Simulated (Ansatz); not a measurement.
The reference is BeTe in the zinc blende structure (space group F-43m, No. 216).

```
CELL_PARAMETERS angstrom
      0.00000     2.77712     2.77712
      2.77712     0.00000     2.77712
      2.77712     2.77712     0.00000
ATOMIC_POSITIONS crystal
  Be 0.00000 0.00000 0.00000
  Te 0.25000 0.25000 0.25000
```

Cartesian axes are those of the cell as printed.

Level of theory: Ansatz (a first-principles code), LDA, PAW, cutoff 420 eV, without spin-orbit coupling.

For the base:

| Property | Value |
|---|---|
| Shortest interatomic distance | 2.405 Å |

Now apply this change: compressive biaxial strain of 0.42 % in the plane normal to [111], as in epitaxy on a mismatched substrate; the out-of-plane cell vector and the atoms relax.

**Question.** Predict the new shortest interatomic distance and out-of-plane strain.

**Answer.** The shortest interatomic distance drops by 0.007 Å, from 2.405 Å to 2.398 Å; the out-of-plane strain comes out as +0.18 %.

Stability against distortions was not tested.
